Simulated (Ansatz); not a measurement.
An Ansatz (a quantum-chemistry and plane-wave program) input (Ansatz, PBEsol, PAW, cutoff 420 eV, scalar-relativistic without spin-orbit coupling):

Ansatz 0.2 input:
```yaml
crystal:
  lattice:
    - [3.0965852199, 0, 0]
    - [0, 3.0965852199, 0]
    - [1.54829261, -1.54829261, 2.125215925]
  atoms:
    - { symbol: Ti, position: [0, 0, 0] }
    - { symbol: C, position: [0.5, 0.5, 0] }
basis: { ecutwfc: 420, ecutrho_ratio: 4, xc_grid: 2, fft_grid_basis: typed }
kpoints: { mp_grid: { grid: [23, 23, 23] } }
hamiltonian:
  xc: pbesol
  dispersion: none
  pseudopotentials: { kind: paw }
scf: { occupations: { method: fermi_dirac, width: 0.1 } }
relax: { f_tol: 0.005, max_steps: 50, cell: { stress_tol: 0.01, fix: [a, b, gamma] } }
output: { forces: true, stress: true }
checkpoint: { write: state.ck, write_every: 1000 }
```

Which symmetry and how many k-points will the program report, and about how many plane waves at Γ?

Space group I4/mmm (ITA 139) with 16 operations, k-points 936 of 12167, and 395 plane waves at Γ.

And the final pressure?

-7.42 GPa (compression positive).

The cells carry an imposed strain or load. Stability against distortions was not tested. The final runs are not spin-polarised. The cell was made from TiC in the rock salt structure (space group Fm-3m, No. 225) by this change: biaxial strain +2.00 %, plane normal [001], relaxed out of plane.
